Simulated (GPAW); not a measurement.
Input and output of a self-consistent single point for LaMnCuGe₂ (I-4m2, 5 atoms in the cell) (GPAW).

Computed with LDA (Perdew-Wang 92), GPAW PAW datasets LDA (gpaw-data 1.0.1) (plane waves; GPAW).

```yaml
crystal:
  lattice:
    - [-2.15042, 2.15042, 5.41371]
    - [2.15042, -2.15042, 5.41371]
    - [2.15042, 2.15042, -5.41371]
  atoms:
    - { symbol: La, position: [0.00000, 0.00000, 0.00000] }
    - { symbol: Mn, position: [0.25000, 0.75000, 0.50000], spin: 4.0 }
    - { symbol: Cu, position: [0.75000, 0.25000, 0.50000] }
    - { symbol: Ge, position: [0.62294, 0.62294, 0.00000] }
    - { symbol: Ge, position: [0.37706, 0.37706, 0.00000] }
```
(The spins are starting values, not results.)

Reference input (self-consistent single point, DFT LDA (Perdew-Wang 92), plane waves, GPAW PAW datasets LDA (gpaw-data 1.0.1)): spinpol = true; mode = pw; ecut = 800 eV; xc = LDA; kpts = 7 7 7; mesh shift (steps) = 0 0 0; occupations.name = marzari-vanderbilt; occupations.width = 0.1 eV; nbands = -13; convergence.forces = 0.001 eV/Å; symmetry.symmorphic = false; symmetry.tolerance = 0.0005. This run's input differs from it in these lines:

```diff
@@ -18,3 +18,3 @@
 calc = GPAW(spinpol=True,
-            mode=PW(800),
+            mode=PW(920),
             xc='LDA',
```

Log, with long lists cut:

```
     iter     time        total  log10-change:         magmom
                         energy   eigst   dens  force
iter:   1 --:--:--   -37.958262                          +4.0133
iter:   2 --:--:--   -33.247717   -0.19  -1.15           +2.2059
iter:   3 --:--:--   -33.267307   -1.22  -1.36           +2.6145
iter:   4 --:--:--   -33.394393   -1.16  -1.39           +3.3399
iter:   5 --:--:--   -33.174957   -1.68  -1.62           +3.0851
iter:   6 --:--:--   -33.201988   -2.69  -1.75           +3.2763
iter:   7 --:--:--   -33.156746   -1.82  -1.77           +3.7513
iter:   8 --:--:--   -33.132909   -2.63  -2.27           +3.5416
   [... lines left out ...]
iter:  17 --:--:--   -33.124276c  -5.88  -3.61           +3.5687
iter:  18 --:--:--   -33.124258c  -5.44  -3.76           +3.5691
iter:  19 --:--:--   -33.124267c  -5.70  -3.93           +3.5691
iter:  20 --:--:--   -33.124257c  -6.05  -4.12c          +3.5697
iter:  21 --:--:--   -33.124255c  -6.78  -4.17c          +3.5698
iter:  22 --:--:--   -33.124254c  -7.34  -4.70c          +3.5706
iter:  23 --:--:--   -33.124254c  -7.21  -4.76c          +3.5704
iter:  24 --:--:--   -33.124254c  -7.49c -4.78c          +3.5707
iter:  25 --:--:--   -33.124254c  -8.12c -4.78c -3.00c   +3.5697
Converged after 25 iterations.

Dipole moment: (0.438928, -0.438928, -0.000000) |e|*Ang

Total magnetic moment: (0.000000, 0.000000, 3.569685)
Local magnetic moments:
   0 La ( 0.000000,  0.000000,  0.028778)
   1 Mn ( 0.000000,  0.000000,  3.222277)
   2 Cu ( 0.000000,  0.000000,  0.035256)
   3 Ge ( 0.000000,  0.000000, -0.024215)
   4 Ge ( 0.000000,  0.000000, -0.024215)

Energy contributions relative to reference atoms: (reference = -421380.827361)

Kinetic:         +9.232130
Potential:       -8.621938
External:        +0.000000
XC:             -33.499606
Entropy (-ST):   +0.001233
Local:           -0.236074
SIC:             +0.000000
--------------------------
Free energy:    -33.124254
Extrapolated:   -33.124254

Spin contamination: 0.158142 electrons
Showing only first 2 kpts
                      Up                     Down
   [... lines left out ...]
Fermi level: 8.15259
No gap
   [... lines left out ...]
Energy (eV): -33.124254

Forces in eV/Ang:
  0 La    0.00000    0.00000    0.00000
  1 Mn    0.00000    0.00000    0.00000
  2 Cu    0.00000    0.00000   -0.00000
  3 Ge    0.00000    0.00000    0.42541
  4 Ge    0.00000    0.00000   -0.42541

Stress tensor:
     0.070194     0.000000    -0.000000
     0.000000     0.070194     0.000000
    -0.000000     0.000000     0.068318
Stress (GPa, Voigt): [11.2463 11.2463 10.9458  0.     -0.      0.    ]
```

The run converged in 25 iterations. GPAW prints stress with tension positive. Against the reference run the free energy falls by 2.2 meV/atom, the pressure hardly changes (-11.24 to -11.15 GPa), the largest force stays at 0.425 eV/Å and the size of the net moment stays at 0.71 μB/atom.

The starting cell comes from a database of computed structures (which also holds hypothetical and non-ambient phases and stackings), without a prior relaxation at this level. Its lattice was rescaled by a random factor within 2.5 % of one. With one magnetic atom in the cell only a parallel order is possible.

Cost on one core of a shared machine: roughly 20 min.
